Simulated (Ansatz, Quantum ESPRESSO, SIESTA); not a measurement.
One structure in several programs: SbAs (R3m, 2 atoms in the cell)

Self-consistent single point.

```
CELL_PARAMETERS angstrom
      2.03272     1.17359     3.71659
     -2.03272     1.17359     3.71659
      0.00000    -2.34718     3.71659
ATOMIC_POSITIONS crystal
  Sb 0.22910 0.22910 0.22910
  As 0.77090 0.77090 0.77090
```

Shared settings, as Ansatz (a quantum-chemistry and plane-wave program) writes them: kpoints.mp_grid.grid = 7 7 7; magnetization.spin_orbit = true; scf.occupations.method = fermi_dirac; scf.occupations.width = 0.1 eV. Potentials and cutoffs stand in the table.

```json
[
 {"code": "Quantum ESPRESSO", "model": "PBEsol, spin-orbit coupling, PSlibrary fully relativistic PAW (PBE) pseudopotentials", "pressure (GPa)": "-1.78", "largest force (eV/Å)": "0.133", "cutoff": "30 Ry"},
 {"code": "SIESTA", "model": "GGA PBEsol with spin-orbit coupling, numerical atomic orbitals DZP, PseudoDojo PBEsol fully relativistic norm-conserving potentials (rewritten from UPF to PSML)", "pressure (GPa)": "–", "largest force (eV/Å)": "0.633", "cutoff": "grid 400 Ry"},
 {"code": "Ansatz", "model": "PBEsol with spin-orbit coupling, PAW files made with PBE", "pressure (GPa)": "-1.79", "largest force (eV/Å)": "0.099", "cutoff": "default"}
]
```

A dash marks a value that a program does not give, or that is left out as unsure.

No clean gap comes from Quantum ESPRESSO, SIESTA and Ansatz: levels at the Fermi energy touch, overlap or are partly filled at this smearing.

The spread over the programs that give each value: pressure within 0.01 GPa; largest force within 0.534 eV/Å.

SIESTA uses small atom-centred bases, whose incompleteness enters pressures, forces and empty levels differently from a plane-wave cutoff. Ansatz's pressure is given at a fixed set of plane waves, as the other plane-wave codes print theirs. In the force vectors, SIESTA (by 0.517) lies more than 0.08 eV/Å from the median of the plane-wave programs.

The starting cell comes from a database of computed structures (which also holds hypothetical and non-ambient phases and stackings), without a prior relaxation at this level.

Left out of this page: Elk (with a known weakness of the program); FLEUR (not drawn, or without a comparable value).

Keys are those of Ansatz 0.2.
